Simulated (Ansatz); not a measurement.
# Formation energy of the neutral Ti_i in Si (diamond, Fd-3m): levels of theory

We look at the formation energy of the neutral Ti_i in Si (diamond, Fd-3m). Reaction: Ti (hcp) + 16 Si (diamond) → cell A.

A: a supercell of 16 sites of Si (diamond, Fd-3m) with Ti off the lattice sites (10 Si at 2.44–2.77 Å); spin state with PBE: net moment 1.0 μB a cell.

Setting: static, neutral cells in Ansatz (PAW) whose structures rest at the PBE level. Ansatz (a first-principles code) runs with its PAW set soft_1. Other levels take these structures. The lattices are those relaxed with PBE, so at other levels the solids can be strained, which adds to the spread. A dispersion term (D3(BJ), or D4 for r2SCAN) was computed beside these levels and is taken off wherever the name lacks it. Space groups of crystals are read within 0.01 Å. No search over spin orders was made beyond those shown. The cell is small for its defects, so this is an ordered compound on the host's lattice rather than an isolated defect. The state moves with the level: A has a net moment of 1.2 μB with RPBE and 1.0 μB with PBE.

```tsv
Functional	value (eV)
PBE	1.53
PBE+D3(BJ)	1.35
PBEsol	…
RPBE	1.76
```

Q: What belongs in the gaps?

A: 
- PBEsol, value (eV): 1.09

The levels shown span 0.67 eV, from PBEsol (1.09) to RPBE (1.76).
